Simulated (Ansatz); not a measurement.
Functionals compared on H on the 1x1 (10-10) surface of wurtzite GaN (cut with top plane Ga + N), one in a 2x1 cell, started at the site 'top Ga', in Ansatz (plane waves, PAW). The structure was relaxed with PBE; the other rows are single points on it, each with its references at the same level. Cutoff 420 eV (500 eV for r2SCAN). The points keep PBE's geometry, so the relaxation of a polaron and the settling of charge on one site are left out. HSE06 used the coarser mesh 3x3x1.

Host crystal: wurtzite GaN, with a band gap (PBE, scalar-relativistic without spin-orbit coupling).

Model: 33-atom slab, 9.3 Å thick at the start under the adsorbate (thin: gaps and levels are the slab's own), 3x4x1 mesh, Fermi-Dirac 0.01 eV, dipole correction, 16 atoms held, the rest relaxed; symmetry of the start imposed; spin-polarised, ending with about 1.0 μB a cell; orders that need a larger cell were not tried, no spin-orbit, no U, no dispersion correction. It is one chosen start, not shown to be the lowest state of the adsorbate. These notes are the PBE run's. RPBE: The program's check for a lower electronic state was not made. r2SCAN: The program's check for a lower electronic state was not made. HSE06: The program's check for a lower electronic state was not made. Adsorption energies are against ½ H2(g). A negative adsorption energy means that the adsorbate is more stable on the surface than in its reference.

```
functional  adsorption energy (eV)  magnetic moment of the cell (μB)
----------  ----------------------  --------------------------------
PBE                           0.64                              1.00
RPBE                          0.67                              1.00
r2SCAN                  (withheld)                              1.00
HSE06                         0.54                              1.00
```

Problem. Fill in the missing entries.

Solution. 
- r2SCAN, adsorption energy (eV): 0.43

Ansatz is an electronic-structure program.
